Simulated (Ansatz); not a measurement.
Consider Ca in the fcc (Cu type) structure (space group Fm-3m, No. 225; a = 5.456 Å; relaxed with 0.1 eV smearing). Axes: x, y, z lie along the cube axes.

Method: plane-wave PAW DFT at the PBEsol level (Ansatz, a first-principles code, 420 eV), no spin-orbit coupling.

For the base:

```
Quantity                        Result
-----------------------------  -------
Shortest interatomic distance  3.858 Å
```

Now apply this change: the cell is compressed by 2.50 % along z with no lateral relaxation; the atoms relax in the strained cell.

Task: What does the calculation give for the energy relative to the base, shortest interatomic distance and stress after the change?

Result: The energy increases by 1.9 meV/atom; the shortest interatomic distance falls by 0.048 Å (3.858 Å → 3.810 Å); the stress (xx, yy, zz, yz, xz, xy; compression positive) comes out as (0.4, 0.4, 0.6, 0.0, 0.0, 0.0) GPa.

Stability against distortions was not tested.
